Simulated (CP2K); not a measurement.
A self-consistent single point of LuBi2ClO4 (P4/mmm, 8 atoms in the cell) with CP2K.

Computed with PBEsol, GPW, DZVP-MOLOPT-SR-GTH basis, GTH-PBE potentials (GTH_POTENTIALS) (CP2K 2026.2).

```xyz
8
Lattice="3.8571 0.0000 0.0000 0.0000 3.8571 0.0000 0.0000 0.0000 9.0152" Properties=species:S:1:pos:R:3 pbc="T T T"
Lu     0.0000     0.0000     0.0000
Bi     1.9286     1.9286     2.4856
Bi     1.9286     1.9286     6.5296
Cl     0.0000     0.0000     4.5076
O      1.9286     0.0000     7.6771
O      1.9286     0.0000     1.3381
O      0.0000     1.9286     7.6771
O      0.0000     1.9286     1.3381
```

Reference input (self-consistent single point, DFT LDA (Pade form), GPW, DZVP-MOLOPT-SR-GTH basis, GTH-PADE potentials (GTH_POTENTIALS)): CUTOFF = 500 Ry; REL_CUTOFF = 60 Ry; KPOINTS/SCHEME = MONKHORST-PACK 7 7 3; XC_FUNCTIONAL = PADE; Lu/BASIS_SET = DZVP-MOLOPT-SR-GTH-q25; Lu/POTENTIAL = GTH-PADE-q25; Bi/BASIS_SET = DZVP-MOLOPT-SR-GTH-q5; Bi/POTENTIAL = GTH-PADE-q5; Cl/BASIS_SET = DZVP-MOLOPT-SR-GTH-q7; Cl/POTENTIAL = GTH-PADE-q7; O/BASIS_SET = DZVP-MOLOPT-SR-GTH-q6; O/POTENTIAL = GTH-PADE-q6. This run's input differs from it in these lines:

```diff
@@ -40,3 +40,6 @@
     &XC
-      &XC_FUNCTIONAL PADE
+      &XC_FUNCTIONAL
+        &PBE
+          PARAMETRIZATION PBESOL
+        &END PBE
       &END XC_FUNCTIONAL
@@ -77,3 +80,3 @@
       BASIS_SET DZVP-MOLOPT-SR-GTH-q25
-      POTENTIAL GTH-PADE-q25
+      POTENTIAL GTH-PBE-q25
     &END KIND
@@ -81,3 +84,3 @@
       BASIS_SET DZVP-MOLOPT-SR-GTH-q5
-      POTENTIAL GTH-PADE-q5
+      POTENTIAL GTH-PBE-q5
     &END KIND
@@ -85,3 +88,3 @@
       BASIS_SET DZVP-MOLOPT-SR-GTH-q7
-      POTENTIAL GTH-PADE-q7
+      POTENTIAL GTH-PBE-q7
     &END KIND
@@ -89,3 +92,3 @@
       BASIS_SET DZVP-MOLOPT-SR-GTH-q6
-      POTENTIAL GTH-PADE-q6
+      POTENTIAL GTH-PBE-q6
     &END KIND
```

Log, with long lists cut:

```
 SCF WAVEFUNCTION OPTIMIZATION

  Step     Update method      Time    Convergence         Total energy    Change
     1 NoMix/Diag. 0.40E+00      -     2.41649677      -352.7572730686 -3.53E+02
     2 Broy./Diag. 0.40E+00      -     0.32381968      -346.5702507043  6.19E+00
     3 Broy./Diag. 0.40E+00      -     0.05295343      -352.6522267713 -6.08E+00
     4 Broy./Diag. 0.40E+00      -     0.05211962      -352.5098016448  1.42E-01
     5 Broy./Diag. 0.40E+00      -     0.01899269      -352.5499564459 -4.02E-02
     6 Broy./Diag. 0.40E+00      -     0.01009940      -352.6701686192 -1.20E-01
   [... 8 lines left out ...]
    15 Broy./Diag. 0.40E+00      -     0.00000138      -352.6280539712 -3.72E-06
    16 Broy./Diag. 0.40E+00      -     0.00000051      -352.6280608362 -6.86E-06
    17 Broy./Diag. 0.40E+00      -     0.00000051      -352.6280662621 -5.43E-06
    18 Broy./Diag. 0.40E+00      -     0.00000009      -352.6280661809  8.12E-08
  *** SCF run converged in    18 steps ***

  Overlap energy of the core charge distribution:               0.00000000458578
  Self energy of the core charge distribution:               -578.51113920758803
  Core Hamiltonian energy:                                    159.29200909017683
  Hartree energy:                                             109.10361808903632
  Exchange-correlation energy:                                -42.51255415710676

  Total energy:                                              -352.62806618089581

 ENERGY| Total FORCE_EVAL ( QS ) energy [hartree]           -352.628066476637571

 FORCES| Atomic forces [hartree/bohr]
 FORCES|   Atom     x               y               z               |f|
 FORCES|      1  2.34789464E-07  2.34789519E-07  1.93587362E-07   3.84354364E-07
   [... lines left out ...]

 STRESS| Analytical stress tensor [bar]
 STRESS|                        x                   y                   z
 STRESS|      x        5.80992409124E+03   2.90712192398E-02   2.85236834288E-02
 STRESS|      y        2.90712192398E-02   5.80993627804E+03   2.85236827421E-02
 STRESS|      z        2.85236834288E-02   2.85236827421E-02  -3.03019367564E+03
 STRESS| 1/3 Trace                                             2.86322223121E+03
```

The run converged in 18 iterations. Against the reference run the pressure goes from -5.72 to 0.29 GPa, the largest force goes from 0.272 to 0.471 eV/Å and the gap on the mesh stays at 1.095 eV.

The starting cell comes from a database of computed structures (which also holds hypothetical and non-ambient phases and stackings), without a prior relaxation at this level. Spin-orbit coupling is off. Values carry the incompleteness of an atom-centred basis. The potentials were made for another functional than the one used.

Cost on one core of a shared machine: roughly 70 s.
